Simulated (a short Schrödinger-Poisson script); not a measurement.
Stack: single InAs/In0.52Al0.48As quantum well.

| layer | material | thickness (nm) |
|---|---|---|
| 1 | In0.52Al0.48As | 20 |
| 2 | InAs | 10 |
| 3 | In0.52Al0.48As | 20 |

The device is made up for the run: typed textbook-type constants, with dimensions and the other settings drawn at random. InAs: direct gap (eV) 0.45, conduction-band edge (eV) 0, electron mass (mₑ) 0.03, heavy-hole mass 0.35, light-hole mass 0.035. In0.52Al0.48As: direct gap (eV) 1.45, conduction-band edge (eV) 0.75, electron mass (mₑ) 0.075, heavy-hole mass 0.41, light-hole mass 0.09.

The valence-band edge of each layer lies one gap below its conduction-band edge. The electron's potential energy rises along the stack by the applied field. Mesh 0.03 nm at interfaces.

**Question.** Estimate e1 and hh1 for infinitely high walls at zero field, and compare with the finite well.

**Answer.** ħ²π²/(2mL²) gives 125.3 meV for the electron and 10.7 meV for the heavy hole. The finite well gives 63.9 and 8.2 meV, 0.51 and 0.77 of the estimates, as the states reach into the barriers (2 % of e1 lies outside the well).

From a short Schrödinger-Poisson script (our own, NumPy): one-band effective-mass equation with BenDaniel-Duke matching, electrons, heavy and light holes apart, hard walls at the outer ends, one valence edge for both holes (no strain splitting), no charge, excitons, band mixing or non-parabolicity; under a field the levels are quasi-bound states of a box, listed while three quarters of their weight lies within 4 nm of the wells.
